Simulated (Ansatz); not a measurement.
ZnO, response to strain

The parent structure is ZnO in the wurtzite structure (space group P6_3mc, No. 186; a = 3.2795 Å, c = 5.2937 Å).

Strains are applied to the cell and any free atomic positions relax.

Level of theory: DFT with PBE, PAW potentials and a 420 eV plane-wave cutoff in Ansatz (an electronic-structure program), no spin-orbit coupling.

Notes on the quantities. pressure: mean of the normal stresses, compression positive.

```csv
isotropic strain (%),pressure (GPa)
0,0.0
0.6,-2.2
1.2,?
1.8,-6.1
3,-9.4
```

Question: Fit P = P₀ − Bδ + Cδ² with δ = (1 + ε)³ − 1 to the rows shown and predict the withheld row.

Answer: Least squares on the printed values gives P₀ = 0.0 GPa, B = 125 GPa (at held cell shape), C = 257 GPa (largest residual 0.0 GPa); this predicts -4.2 GPa, and the run gives -4.3 GPa, in agreement.

Whether these cells are dynamically stable was not tested.
